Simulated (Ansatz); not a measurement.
## Li3OCl (Pm-3m, No. 221, 5 atoms in the cell; start mp-985585)

All values below come from PBE0 (PAW; Ansatz, a first-principles code).

Numerical settings: plane-wave cutoff 460 eV, 6×6×6 k mesh, Fermi–Dirac smearing 0.01 eV, scalar-relativistic PAW data made under PBE.

Cell (relaxed with PBEsol):

```
CELL_PARAMETERS angstrom
      3.83939     0.00000     0.00000
      0.00000     3.83939     0.00000
      0.00000     0.00000     3.83939
ATOMIC_POSITIONS crystal
  Li 0.00000 0.50000 0.50000
  Li 0.50000 0.00000 0.50000
  Li 0.50000 0.50000 0.00000
  Cl 0.00000 0.00000 0.00000
  O  0.50000 0.50000 0.50000
```

| Item | Result |
|---|---|
| band gap | 7.17 eV (on the SCF k mesh) (direct) |
| direct gap at Γ | 7.92 eV |

Note: cell and atoms aren't relaxed at this level (pressure 0.3 GPa).

The computed numbers hold no vibrational or temperature effects.

The result took very roughly 100 core-seconds.

A start named mp-… is a Materials Project structure, which need not be a measured phase.
